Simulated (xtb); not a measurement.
xtb 6.7.1, GFN2-xTB: [SiH2]N([SiH3])[SiH3], charge +1, multiplicity 1, 12 atoms. The geometry is a generated start, not checked to be a minimum at this level.

| Quantity | Result |
|---|---|
| method | GFN2-xTB |
| --acc | 1 (default) |
| --etemp (K) | 300 (default) |
| detailed input (--input) | none: ANC optimiser, Lindh (1995) Hessian, microcycle=20, maxdispl=1.0, hlow=0.01 (default) |
| basis functions | 42 |
| valence electrons | 24 |

```xyz
12

Si    -1.6084     0.9445    -0.0792
N     -0.1757     0.0967    -0.0045
Si    -0.1009    -1.7297    -0.0919
Si     1.4451     0.9321     0.1611
H     -2.1199     1.4226    -1.3561
H     -2.3780     1.2369     1.1198
H      0.4142    -2.0005    -1.4293
H     -1.5015    -2.1128     0.0842
H      0.7731    -2.1247     1.0031
H      1.9148     0.5707     1.4933
H      1.0805     2.3420     0.0327
H      2.2566     0.4223    -0.9332
```

Charge 1 and multiplicity 1 are set for this test and not shown to be the ground state.

The structure is relaxed from this start with --opt LEVEL for the levels crude, sloppy, loose, lax, normal, tight, vtight, extreme, once each. Up to the end of the extreme run atoms move by at most 1.2 Å along an axis.

Question: Which level is enough to come within 20 meV of the tightest end point?

Answer: normal: 62 cycles against 86, ending 0.16 meV above.

| level | cycles | energy above the extreme run (meV) | gradient norm (eV/Å) |
|---|---|---|---|
| crude | 1 | 76 | 0.12 |
| sloppy | 1 | 76 | 0.12 |
| loose | 1 | 76 | 0.12 |
| lax | 1 | 76 | 0.12 |
| normal | 62 | 0.16 | 0.048 |
| tight | 64 | 0.12 | 0.0082 |
| vtight | 71 | 0.044 | 0.0013 |
| extreme | 86 | — | 0.00086 |
